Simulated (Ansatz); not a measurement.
The structure below was relaxed with PBE-D3(BJ) (Ansatz, an electronic-structure program, PAW, no spin-orbit coupling).

```yaml
crystal:
  lattice:
    - [5.31999, -1.78861, 0.00000]
    - [5.31999, 1.78861, 0.00000]
    - [-0.04596, 0.00000, 8.51107]
  atoms:
    - { symbol: As, position: [0.11597, 0.11597, 0.03876] }
    - { symbol: As, position: [0.11330, 0.11330, 0.52341] }
    - { symbol: As, position: [0.88275, 0.88275, 0.47127] }
    - { symbol: P, position: [0.90026, 0.90026, 0.95990] }
    - { symbol: P, position: [0.59583, 0.59583, 0.22208] }
    - { symbol: As, position: [0.61494, 0.61494, 0.72398] }
    - { symbol: As, position: [0.37777, 0.37777, 0.26948] }
    - { symbol: P, position: [0.39918, 0.39918, 0.79111] }
```

Task: Find the space group and the Wyckoff positions.

Result: Space group Cm (No. 8); a = 10.640 Å, b = 3.577 Å, c = 8.511 Å, α = 90.00°, β = 90.31°, γ = 90.00°

```json
[
 {"atom": "As", "site": "2a", "symmetry": "m", "x": "0.3840", "y": "0.5000", "z": "0.9612"},
 {"atom": "As", "site": "2a", "symmetry": "m", "x": "0.3867", "y": "0.5000", "z": "0.4766"},
 {"atom": "As", "site": "2a", "symmetry": "m", "x": "0.1173", "y": "0.0000", "z": "0.5287"},
 {"atom": "P", "site": "2a", "symmetry": "m", "x": "0.0997", "y": "0.0000", "z": "0.0401"},
 {"atom": "P", "site": "2a", "symmetry": "m", "x": "0.4042", "y": "0.0000", "z": "0.7779"},
 {"atom": "As", "site": "2a", "symmetry": "m", "x": "0.3851", "y": "0.0000", "z": "0.2760"},
 {"atom": "As", "site": "2a", "symmetry": "m", "x": "0.1222", "y": "0.5000", "z": "0.7305"},
 {"atom": "P", "site": "2a", "symmetry": "m", "x": "0.1008", "y": "0.5000", "z": "0.2089"}
]
```

Task: Describe the coordination.

Result: The crystal has 16 atoms in its conventional cell. Lattice parameters: a = 10.6400 Å, b = 3.5772 Å, c = 8.5112 Å, α = γ = 90.00°, β = 90.31°. As1 is surrounded by 3 P at 2.384–2.388 Å (trigonal pyramidal). As2 has 3 As at 2.473–2.491 Å (trigonal pyramidal). As3 is surrounded by 3 As at 2.480–2.491 Å (trigonal pyramidal). P1 has 2 P at 2.294 Å and 1 As at 2.388 Å (trigonal pyramidal). P2 sees 3 As at 2.357–2.384 Å (trigonal pyramidal). As4 sees 1 P at 2.369 Å and 2 As at 2.473 Å (trigonal pyramidal). As5 is surrounded by 1 P at 2.357 Å and 2 As at 2.480 Å (trigonal pyramidal). P3 is coordinated by 2 P at 2.294 Å and 1 As at 2.369 Å (trigonal pyramidal). (Neighbours: up to the widest gap in distance over summed covalent radii, below 1.35, at either atom.)

These are small ordered cells, not random alloys; other orderings at the same x differ. Whether these cells are dynamically stable was not tested. All final runs are without spin polarisation. The cell was made from P by this change: x(As) = 0.625, 8 atoms, Cm.
